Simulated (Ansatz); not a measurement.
## Sensitivity of a calculation on Te2Mo (P1, 6 atoms in the cell) to its settings

```
CELL_PARAMETERS angstrom
      3.56565     0.00000     0.00000
     -1.78283     3.08794     0.00000
      0.00000     0.00000    14.64778
ATOMIC_POSITIONS crystal
  Te 0.31991 0.69627 0.62889
  Te 0.68012 0.32184 0.37052
  Te 0.66288 0.33309 0.11909
  Te 0.32740 0.67932 0.87633
  Mo 0.31537 0.65476 0.25381
  Mo 0.69432 0.31471 0.75136
```

Base run A: HSE06, default PAW files made with PBE (Ansatz, a first-principles code), self-consistent single point.

Its settings: basis.ecutwfc = 420 eV; kpoints.mp_grid.grid = 4 4 1; hamiltonian.xc = hse06; hamiltonian.pseudopotentials = {kind: paw} (the program's default PAW files); scf.occupations.method = fixed.

The starting cell comes from a database of computed structures (which also holds hypothetical and non-ambient phases and stackings), without a prior relaxation at this level. Its atoms were displaced at random from the sites of space group no. 194. Spin-orbit coupling is off. In the base run, with a pressure of about -3 GPa the cell is away from its equilibrium volume at this level. In the base run, forces exceed 1 eV/Å. Ansatz's pressure includes its estimate of the finite-basis (Pulay) stress.

ΔF is the free energy per atom less that of run A. A dash stands where there is no value to compare (another energy zero or no entropy term, no result, no spin, no clean gap, or a mesh too coarse for one). Absolute energies have different zeros for different potentials, functionals, Hubbard and dispersion terms and are not compared across them.

Runs C sample the zone with one or two k-points, far too few for so small a cell.

Run A gave: pressure (GPa) -3.34; largest force (eV/Å) 3.018; gap on the mesh (eV) 1.366; k-points 10.

Runs:
- B: hamiltonian.xc: hse06 → pbe0 [PBE0]
- C: kpoints.mp_grid.grid: 4 4 1 → 2 2 1; kpoints.mp_grid.shift: default → 0.5 0.5 0.5
- D: scf.convergence.dr2_threshold: default (1e-07 eV) → 1e-08 eV
- E: scf.mixing.algorithm: default (the program chose MSR1) → broyden; scf.mixing.beta: default → 0.9
- F: scf.exx.singularity: default → none

What does run B change against A?

The pressure hardly changes (-3.34 to -3.42 GPa), the largest force goes from 3.018 to 3.056 eV/Å and the gap on the mesh goes from 1.366 to 2.017 eV.

What does run C change against A?

The free energy drops by 136 meV/atom, the pressure goes from -3.34 to -3.91 GPa, the largest force goes from 3.018 to 2.909 eV/Å and the gap on the mesh goes from 1.366 to 2.056 eV.

```json
[
 {"run": "A", "ΔF (meV/atom)": "0.00", "pressure (GPa)": "-3.34", "largest force (eV/Å)": "3.018", "gap on the mesh (eV)": "1.366", "k-points": "10"},
 {"run": "B", "ΔF (meV/atom)": "–", "pressure (GPa)": "-3.42", "largest force (eV/Å)": "3.056", "gap on the mesh (eV)": "2.017", "k-points": "10"},
 {"run": "C", "ΔF (meV/atom)": "-135.6", "pressure (GPa)": "-3.91", "largest force (eV/Å)": "2.909", "gap on the mesh (eV)": "2.056", "k-points": "2"},
 {"run": "D", "ΔF (meV/atom)": "0.00", "pressure (GPa)": "-3.34", "largest force (eV/Å)": "3.018", "gap on the mesh (eV)": "1.366", "k-points": "10"},
 {"run": "E", "ΔF (meV/atom)": "0.00", "pressure (GPa)": "-3.34", "largest force (eV/Å)": "3.018", "gap on the mesh (eV)": "1.366", "k-points": "10"},
 {"run": "F", "ΔF (meV/atom)": "–", "pressure (GPa)": "-3.37", "largest force (eV/Å)": "3.017", "gap on the mesh (eV)": "1.368", "k-points": "10"}
]
```

Left out of this page: 1 run of the series held back from this collection.

Keys are those of Ansatz 0.2.
